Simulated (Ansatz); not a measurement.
**CuI in the zinc blende structure (space group F-43m, No. 216)**

```cif
data_CuI
_chemical_formula_sum 'I1 Cu1'
_space_group_name_H-M_alt 'P 1'
_space_group_IT_number 1
_cell_length_a 4.25739
_cell_length_b 4.25739
_cell_length_c 4.25739
_cell_angle_alpha 60.000
_cell_angle_beta 60.000
_cell_angle_gamma 60.000
loop_
_space_group_symop_operation_xyz
  'x, y, z'
loop_
_atom_site_label
_atom_site_type_symbol
_atom_site_fract_x
_atom_site_fract_y
_atom_site_fract_z
_atom_site_occupancy
I1 I 0.75000 0.75000 0.75000 1
Cu1 Cu 0.00000 0.00000 0.00000 1
```

Level of theory: r2SCAN (Ansatz, a first-principles code), no spin-orbit coupling, earlier PAW set. Γ-centred 10×10×10 mesh, Fermi–Dirac width 0.05 eV.

- Volume per atom = 27.28 Å³
- Density = 5.80 g/cm³
- Band gap = 1.67 eV, direct at Γ
- Electron mass = 0.18 mₑ
- Hole mass (degenerate bands, along [100]) = 0.29, 0.71, 0.71 mₑ
- Lowest conduction-band minima above the VBM = Γ 1.67 eV; L along ⟨111⟩ 2.56 eV; X along ⟨100⟩ 2.90 eV
- Total energy = -7079.878 eV/atom (σ→0; compares only within this code and set-up)

Spin-orbit coupling, missing from the scalar runs, can matter with I. Masses are band curvatures over ±0.01 Å⁻¹ around the edge. No phonon test of stability was made. All final runs are without spin polarisation.
